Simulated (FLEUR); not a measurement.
Input and output of a self-consistent single point for BaP₂Os₂ (I4/mmm, 5 atoms in the cell) (FLEUR).

Method: PBEsol, all-electron FLAPW (FLEUR), scalar-relativistic valence.

The change in words: lattice scaled by 0.98. Reference geometry:
```
CELL_PARAMETERS angstrom
     -2.02953     2.02953     6.16354
      2.02953    -2.02953     6.16354
      2.02953     2.02953    -6.16354
ATOMIC_POSITIONS crystal
  Ba 0.00000 0.00000 0.00000
  P  0.65708 0.65708 0.00000
  P  0.34292 0.34292 0.00000
  Os 0.25000 0.75000 0.50000
  Os 0.75000 0.25000 0.50000
```

Reference input (self-consistent single point, DFT, PBEsol, all-electron FLAPW (FLEUR), scalar-relativistic valence): Kmax = 4 1/bohr; GmaxXC = 12 1/bohr; xcFunctional = PBEs; jspins = 1; l_soc = F; mode = hist; fermiSmearingEnergy = 0.00183747 Htr; mesh (inpgen div1-3) = 7 7 7; inpgen gamma flag = false; Gmax = 12 1/bohr; numbands = 0; maxIterBroyd = 99. This run's input differs from it in these lines:

```diff
@@ -3,6 +3,6 @@
 &input film=f /
--0.2985017808 0.2985017808 0.9065281980
-0.2985017808 -0.2985017808 0.9065281980
-0.2985017808 0.2985017808 -0.9065281980
-12.8483516958
+-0.2985017437 0.2985017437 0.9065282224
+0.2985017437 -0.2985017437 0.9065282224
+0.2985017437 0.2985017437 -0.9065282224
+12.5913836966
 1.0 1.0 1.0
@@ -47,5 +47,5 @@
          <bravaisMatrix>
-            <row-1>   -3.8352558615410000     3.8352558615410000    11.6473931100638168</row-1>
-            <row-2>    3.8352558615410000    -3.8352558615410000    11.6473931100638168</row-2>
-            <row-3>    3.8352558615410000     3.8352558615410000   -11.6473931100638168</row-3>
+            <row-1>   -3.7585499890308514     3.7585499890308514    11.4144446800351389</row-1>
+            <row-2>    3.7585499890308514    -3.7585499890308514    11.4144446800351389</row-2>
+            <row-3>    3.7585499890308514     3.7585499890308514   -11.4144446800351389</row-3>
          </bravaisMatrix>
```

Log, with long lists cut:

```
 Iteration:     1   Distance:      11.80553468 me/bohr^3
 Iteration:     2   Distance:      10.99019335 me/bohr^3
 Iteration:     3   Distance:       7.17039706 me/bohr^3
 Iteration:     4   Distance:       5.27217108 me/bohr^3
 Iteration:     5   Distance:       3.19476271 me/bohr^3
   [... 9 lines left out ...]
 Iteration:    15   Distance:       0.00032454 me/bohr^3
 Iteration:    16   Distance:       0.00017506 me/bohr^3
 Iteration:    17   Distance:       0.00004269 me/bohr^3
 Iteration:    18   Distance:       0.00000751 me/bohr^3
 Reset of history
 Run finished successfully
 Stop message:
   Structural relaxation: new displacements generated

[file out, last iteration]
             iter=     19
[...]
          total density-effective poten   -7.5148325067E+04
          total charge density-energy d   -9.1314346335E+02
 Updated energy parameters for spin:           1
[...]
 fermi energy and band-weighting factors:

[...]
FERMIE:
          first approx. to ef    (T=0)  :   0.443829 htr   (energy of the highest occ. eigenvalue)
          number of occ. states  (T=0)  :        954
          first approx. to seigv (T=0)  :  -8.634859 htr
          sum of weights of occ. states :  24.017493
          sum of semicore charge        :   0.000000 e
FERHIS:  Fermi-Energy by histogram:
          bandgap                     :   0.000522 htr
   [... lines left out ...]
          charge neutrality (T=0)     :   0.034985    (zero if the highest occ. eigenvalue is "entirely" occupied)
     EF_NEWTON:  Adjust Fermi-Energy by Newton-Method.
 Direct bandgap for spin            1 :    4.2750567252204386E-003  Htr
 ---->    free energy=                    -43373.4575562600 htr
   [... lines left out ...]
 TOTAL FORCE FOR ATOM TYPE=  1  X=  0.000   Y=  0.000   Z=  0.000
                       FX_TOT= 0.000000 FY_TOT= 0.000000 FZ_TOT= 0.000000
 TOTAL FORCE FOR ATOM TYPE=  2  X=  0.000   Y=  0.000   Z= -7.828
                       FX_TOT= 0.000000 FY_TOT= 0.000000 FZ_TOT=-0.024279
 TOTAL FORCE FOR ATOM TYPE=  3  X=  0.000   Y=  3.759   Z= -5.707
                       FX_TOT= 0.000000 FY_TOT= 0.000000 FZ_TOT= 0.000000
```

The run converged in 18 iterations. FLEUR gives forces in its relaxation mode, with a further iteration, so its stop message speaks of a relaxation. Against the reference run the free energy rises by 15.9 meV/atom.

The starting cell comes from a database of computed structures (which also holds hypothetical and non-ambient phases and stackings), without a prior relaxation at this level. For this run, on top of that: lattice scaled by 0.98. Spin-orbit coupling is off. Spin polarisation is off. Values depend on the basis (sphere radii, cutoffs, local orbitals), which need not be converged. The log's line on a gap gives a spacing of levels on this mesh, which the program prints for metals too.

Cost on one core of a shared machine: roughly 3 min.
